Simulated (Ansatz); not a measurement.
We consider SrScO2F (model structure, started from the SrVO2H type, P4/mmm, No. 123, 5 atoms in the cell), described by r²SCAN+SOC (PAW; Ansatz, a program for electronic structure).

Excerpt of the program's output:

```
Crystal: 5 atoms, lattice volume = 67.419 Å³
Basis set: ecut = 560 eV, 2055 PW (Γ), exchange–correlation on 96×96×96 points (27 copies of the dense FFT grid, shifted against one another)
Bands: 50, of which v1, the nominal top of the filled ones, is band 40 counted from 1 (39 counted from 0)
Symmetry: 16 space group operations + 16 with time reversal
k-points: 75 of 512
Initial density: superposition of atomic densities (chi_scale 0.1, normalization cell, long waves kept (reshape's long-wave potential 0.00 eV rms))
Functional: x = r2scan, c = r2scan; τ floored in thin density (d = 2e-4 eV/Å³)
spin=Noncollinear: Resta preconditioning applied to the charge; magnetization (m_x, m_y, m_z) channels mix plain (no charge-response kernel on spin).
SCF 1 converged in 11 iterations: F = -7647.714519 eV  dr2 = 8.58e-11
SCF converged after 11 iterations
Free energy (F): -7647.714519 eV
Internal energy: -7647.714519 eV  (E = F + TS)
E sigma→0 (E₀):  -7647.714519 eV
Fermi energy:    10.740195 eV
--- Forces (eV/Å), atoms counted from 1 ---
  atom   1  Sr     0.00000000     0.00000000     0.00000000
  atom   2  Sc    -0.00000000    -0.00000000     0.00000000
  atom   3  O      0.00000000    -0.00000000     0.00000000
  atom   4  O      0.00000000     0.00000000     0.00000000
  atom   5  F      0.00000000     0.00000000     0.00000000
--- Stress (GPa, compression-positive) ---
        1.745454       0.000000       0.000000
        0.000000       1.745454       0.000000
        0.000000       0.000000       1.849711
  P = ⅓ Tr σ = 1.7802 GPa (17.802 kbar)
```

Problem. Write an input file that could have produced this run (the log leaves some choices open).

Solution. One answer among several that fit: 
Ansatz 0.2 input:
```yaml
crystal:
  lattice:
    - [4.0922740396, 0.0, 0.0]
    - [0.0, 4.0922740396, 0.0]
    - [0.0, 0.0, 4.0258166287]
  atoms:
    - { symbol: Sr, position: [0.5, 0.5, 0.5] }
    - { symbol: Sc, position: [0.0, 0.0, 0.0] }
    - { symbol: O, position: [0.5, 0.0, 0.0] }
    - { symbol: O, position: [0.0, 0.5, 0.0] }
    - { symbol: F, position: [0.0, 0.0, 0.5] }
basis:
  ecutwfc: 560
  ecutrho_ratio: 4
  xc_grid: 3
kpoints:
  mp_grid: { grid: [8, 8, 8] }
  band_path:
    path:
      - [0.0, 0.0, 0.0]
      - [0.0, 0.071429, 0.0]
      - [0.0, 0.142857, 0.0]
      - [0.0, 0.214286, 0.0]
      - [0.0, 0.285714, 0.0]
      - [0.0, 0.357143, 0.0]
      - [0.0, 0.428571, 0.0]
      - [0.0, 0.5, 0.0]
      - [0.071429, 0.5, 0.0]
      - [0.142857, 0.5, 0.0]
      - [0.214286, 0.5, 0.0]
      - [0.285714, 0.5, 0.0]
      - [0.357143, 0.5, 0.0]
      - [0.428571, 0.5, 0.0]
      - [0.5, 0.5, 0.0]
      - [0.454545, 0.454545, 0.0]
      - [0.409091, 0.409091, 0.0]
      - [0.363636, 0.363636, 0.0]
      - [0.318182, 0.318182, 0.0]
      - [0.272727, 0.272727, 0.0]
      - [0.227273, 0.227273, 0.0]
      - [0.181818, 0.181818, 0.0]
      - [0.136364, 0.136364, 0.0]
      - [0.090909, 0.090909, 0.0]
      - [0.045455, 0.045455, 0.0]
      - [0.0, 0.0, 0.071429]
      - [0.0, 0.0, 0.142857]
      - [0.0, 0.0, 0.214286]
      - [0.0, 0.0, 0.285714]
      - [0.0, 0.0, 0.357143]
      - [0.0, 0.0, 0.428571]
      - [0.0, 0.0, 0.5]
      - [0.0, 0.071429, 0.5]
      - [0.0, 0.142857, 0.5]
      - [0.0, 0.214286, 0.5]
      - [0.0, 0.285714, 0.5]
      - [0.0, 0.357143, 0.5]
      - [0.0, 0.428571, 0.5]
      - [0.0, 0.5, 0.5]
      - [0.071429, 0.5, 0.5]
      - [0.142857, 0.5, 0.5]
      - [0.214286, 0.5, 0.5]
      - [0.285714, 0.5, 0.5]
      - [0.357143, 0.5, 0.5]
      - [0.428571, 0.5, 0.5]
      - [0.5, 0.5, 0.5]
      - [0.454545, 0.454545, 0.5]
      - [0.409091, 0.409091, 0.5]
      - [0.363636, 0.363636, 0.5]
      - [0.318182, 0.318182, 0.5]
      - [0.272727, 0.272727, 0.5]
      - [0.227273, 0.227273, 0.5]
      - [0.181818, 0.181818, 0.5]
      - [0.136364, 0.136364, 0.5]
      - [0.090909, 0.090909, 0.5]
      - [0.045455, 0.045455, 0.5]
      - [0.0, 0.5, 0.071429]
      - [0.0, 0.5, 0.142857]
      - [0.0, 0.5, 0.214286]
      - [0.0, 0.5, 0.285714]
      - [0.0, 0.5, 0.357143]
      - [0.0, 0.5, 0.428571]
      - [0.5, 0.5, 0.071429]
      - [0.5, 0.5, 0.142857]
      - [0.5, 0.5, 0.214286]
      - [0.5, 0.5, 0.285714]
      - [0.5, 0.5, 0.357143]
      - [0.5, 0.5, 0.428571]
    npoints: 1
hamiltonian:
  xc: r2scan
  dispersion: none
  pseudopotentials: { kind: paw }
scf:
  occupations: { method: fermi_dirac, width: 0.01 }
  convergence: { dr2_threshold: 0.0000000005 }
output:
  forces: true
  stress: true
  eigenvalues: true
  write_bands: true
magnetization:
  noncollinear: true
  spin_orbit: true
```

The PAW data were made under PBE.

Note: the relaxation could raise the start's symmetry but not lower it, so the cell can be a saddle point. Note: cell and atoms aren't relaxed at this level (pressure 1.8 GPa).

A model structure was made by putting elements into a prototype or built by hand; it is no filed structure, need not be a known phase, and can be a saddle point held by its symmetry.
